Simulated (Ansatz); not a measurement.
Structures of equal composition on the (0001) surface of hcp Ti: a pseudomorphic layer of Pd in the host's stacking; a pseudomorphic layer of Pd in the other hollow. The slabs share one bottom face, and each structure is named by its start. These are constructed structures in small cells; real faces may alloy, dewet or reconstruct in larger ones, and not all known structures of the face are among them. Slabs of about 12 Å with all that they carry, Fermi-Dirac smearing of 0.1 eV. Bottom of the slabs: a bare face, its two planes held. Relaxed from the named starts with such symmetry as they have, on meshes of like density; energies extrapolated to zero smearing; no spin-orbit coupling, no U. Spin-polarised runs, if any, are marked in brackets, and their order is one that fits the cell; the others ran without spin.

Calculation: PBE (plane waves to 420 eV, PAW; Ansatz, a first-principles code).

Question: Put the candidates in order of energy per 1x1 cell, lowest first, for PBE.

Answer: a pseudomorphic layer of Pd in the other hollow (0.000 eV), a pseudomorphic layer of Pd in the host's stacking (0.064 eV)
